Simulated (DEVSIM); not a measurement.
Device: CdS/CdTe n-p heterojunction, at 350 K.

Layer 1 from the left is CdS, thickness (μm) 0.760, Nd (cm⁻³) 4.5e17, τn (s) 4.7e-10, τp (s) 4.7e-10. Layer 2 from the left is CdTe, thickness (μm) 0.900, Na (cm⁻³) 8.7e16, τn (s) 4.7e-10, τp (s) 4.7e-10.

Left contact: ohmic. Right contact: ohmic. Voltage is applied to the left contact. Recombination: SRH at mid-gap, radiative, Auger. Mobility is μmin + (μ − μmin)/(1 + (N/Nref)^α).

The device is made up for the run: typed textbook-type constants, with dimensions and the other settings drawn at random. Values at 300 K; Nc and Nv go as T^1.5, mobilities as T to minus their exponent, the gap by Varshni's rule with the affinity fixed.

CdS: gap (eV) 2.4, affinity (eV) 4.3, permittivity 9, Nc (cm⁻³) 2.2e18, Nv (cm⁻³) 1.8e19, μn (cm²/Vs) 300, μp (cm²/Vs) 25, μn,min 30, μp,min 3, Nref,n 1e17, Nref,p 1e17, αn 0.6, αp 0.6, T exponent of μn 1.5, T exponent of μp 1.5, B (cm³/s) 1e-10, Cn (cm⁶/s) 1e-30, Cp (cm⁶/s) 1e-30, Varshni α (eV/K) 0.00039, Varshni β (K) 103. CdTe: gap (eV) 1.5, affinity (eV) 4.28, permittivity 10.2, Nc (cm⁻³) 8e17, Nv (cm⁻³) 1.8e19, μn (cm²/Vs) 1000, μp (cm²/Vs) 80, μn,min 100, μp,min 10, Nref,n 1e17, Nref,p 1e17, αn 0.6, αp 0.6, T exponent of μn 1.7, T exponent of μp 1.5, B (cm³/s) 1e-10, Cn (cm⁶/s) 1e-30, Cp (cm⁶/s) 1e-30, Varshni α (eV/K) 0.00031, Varshni β (K) 108.

DEVSIM, 1D drift-diffusion, Boltzmann statistics, complete ionisation; no tunnelling, impact ionisation, image-force lowering or self-heating. Band offsets follow the typed affinities; no thermionic-emission limit at abrupt steps, no polarisation charge.

Question: What does the simulation give for the dark forward voltage at 1 A/cm², the dark forward voltage at 100 A/cm², the potential step across the device at zero bias?

Answer: dark forward voltage at 1 A/cm² 0.988 V; dark forward voltage at 100 A/cm² 1.146 V; potential step across the device at zero bias 1.243 V.
